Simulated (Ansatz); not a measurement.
rock-salt HfN (1 1 1) on wurtzite ZnO (0 0 1) (film strained to the substrate, started from cuts of the bulks and a machine-learned relaxation; slabs Zn6O6 and Hf4N4, which can lie off the formulas)

A periodic stack without vacuum, rock-salt HfN (1 1 1) on wurtzite ZnO (0 0 1) (film strained to the substrate, started from cuts of the bulks and a machine-learned relaxation; slabs Zn6O6 and Hf4N4, which can lie off the formulas): substrate slab Zn6O6, film Hf4N4, surface cells [[-1, -1], [0, -1]] and [[0, -1], [1, -1]], film strained by +2.0 and +2.0 %, outermost planes O/Zn and N/Hf as cut, which need not be the usual terminations and can put a slab off its formula.

The start was prepared with a machine-learned potential, and the result is one local minimum, with the in-plane cell held and forces under 0.04 eV/Å; the film can end far from its bulk form.

Calculation: PBE (plane waves to 420 eV, PAW; Ansatz, an electronic-structure program). Scalar-relativistic, without spin–orbit coupling; the runs are not spin-polarised; PBE gaps are too small against experiment. Its k-point mesh 11×11×1, Fermi–Dirac width 0.05 eV.

- interface area: 9.3 Å²
- period: 26.89 Å
- heights between the nearest atoms of the two slabs at the two interfaces: 2.03 and 2.05 Å
- Hf–Zn contacts across the interfaces within 1.22 times the sum of covalent radii: 6, mean 3.41 Å
- Hf–O contacts across the interfaces within 1.22 times the sum of covalent radii: 1, mean 2.05 Å
- N–Zn contacts across the interfaces within 1.22 times the sum of covalent radii: 1, mean 2.03 Å

```xyz
20
Lattice="3.2797 0.0001 -0.1417 1.6400 2.8403 -0.1334 -0.4879 -0.3606 26.9549" Properties=species:S:1:pos:R:3 pbc="T T T"
Zn     1.1613     0.5608     1.5979
Zn     2.9097     1.5652     4.1661
O      1.2397     0.6035     3.5468
O      2.7709     1.4922     0.8405
Zn     1.3785     0.6771     6.9063
Zn     3.1304     1.6810     9.4618
O      1.4631     0.7202     8.8915
O      2.9884     1.6082     6.1355
Zn     1.6072     0.7917    12.1957
Zn     3.3646     1.7954    14.7678
O      1.6972     0.8346    14.1941
O      3.2184     1.7235    11.4565
Hf     1.8565     0.9137    17.8142
Hf     3.6147     1.9191    20.4694
Hf     0.4470     0.0828    23.2338
Hf     2.1978     1.0867    25.7430
N      3.4557     1.8390    16.7990
N      0.2781    -0.0032    19.3457
N      2.0298     1.0005    21.8312
N      3.7807     2.0040    24.2987
```
